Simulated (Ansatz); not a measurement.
The parent structure is MgO in the rock salt structure (space group Fm-3m, No. 225).

Space group Fm-3m (No. 225); a = b = c = 4.2537 Å, α = β = γ = 90.00°

| atom | site | symmetry | x | y | z |
|---|---|---|---|---|---|
| O | 4a | m-3m | 0.0000 | 0.0000 | 0.0000 |
| Mg | 4b | m-3m | 0.5000 | 0.5000 | 0.5000 |
(The calculation used a cell of 2 atoms; values per cell refer to that cell.)

Levels (all Ansatz, a program for electronic structure, PAW): PBE (420 eV, no SOC); HSE06 (420 eV, without spin-orbit coupling).

The geometry is relaxed with PBE.

| Property | Result |
|---|---|
| PBE lowest conduction level above the VBM at special points | Γ 4.46 eV; L 7.73 eV; X 9.11 eV |

With HSE06 at the same geometry, the lowest conduction level above the VBM at special points becomes Γ 6.17 eV; L 9.49 eV; X 10.82 eV (PBE: Γ 4.46 eV; L 7.73 eV; X 9.11 eV).

Single points use the geometry relaxed with PBE. The levels and masses belong to the bands next to the band gap. Stability against distortions was not tested.
